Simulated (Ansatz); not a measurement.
Given:

End structure of the (20-23) surface of hcp Zr in its 1x1 cell, outermost plane spacing 0.18 Å in the ideal cut:

```yaml
crystal:
  lattice:
    - [3.23249, 0.00000, 0.00000]
    - [-1.61625, 13.32097, 0.00000]
    - [0.00000, 0.00000, 26.00000]
  atoms:
    - { symbol: Zr, position: [0.49798, 0.99578, 0.32512] }
    - { symbol: Zr, position: [0.62312, 0.24599, 0.32010] }
    - { symbol: Zr, position: [0.22642, 0.45286, 0.34937] }
    - { symbol: Zr, position: [0.35505, 0.70987, 0.35464] }
    - { symbol: Zr, position: [0.93982, 0.87940, 0.40366] }
    - { symbol: Zr, position: [0.06599, 0.13179, 0.39932] }
    - { symbol: Zr, position: [0.66683, 0.33376, 0.42948] }
    - { symbol: Zr, position: [0.78999, 0.57976, 0.43040] }
    - { symbol: Zr, position: [0.37591, 0.75189, 0.48416] }
    - { symbol: Zr, position: [0.50177, 0.00325, 0.48510] }
    - { symbol: Zr, position: [0.10076, 0.20180, 0.51490] }
    - { symbol: Zr, position: [0.22661, 0.45317, 0.51584] }
    - { symbol: Zr, position: [0.81254, 0.62530, 0.56960] }
    - { symbol: Zr, position: [0.93569, 0.87130, 0.57052] }
    - { symbol: Zr, position: [0.53654, 0.07327, 0.60068] }
    - { symbol: Zr, position: [0.66271, 0.32565, 0.59634] }
    - { symbol: Zr, position: [0.24748, 0.49519, 0.64536] }
    - { symbol: Zr, position: [0.37610, 0.75219, 0.65063] }
    - { symbol: Zr, position: [0.97940, 0.95906, 0.67990] }
    - { symbol: Zr, position: [0.10455, 0.20928, 0.67488] }
```

Model: 20-atom slab, 10.0 Å thick at the start (thin: gaps and levels are the slab's own), 12x3x1 mesh, Fermi-Dirac 0.1 eV, dipole correction, single point; on the structure that PBE left under its start's symmetry; no spin, no spin-orbit, no U.

Question: What is the computed work function of the top face (r2SCAN, at the PBE geometry (Ansatz, a program for electronic structure))?

Answer: 3.58 eV

Question: Predict the surface energy (mean of both faces) from r2SCAN, at the PBE geometry.

Answer: 1.79 J/m²
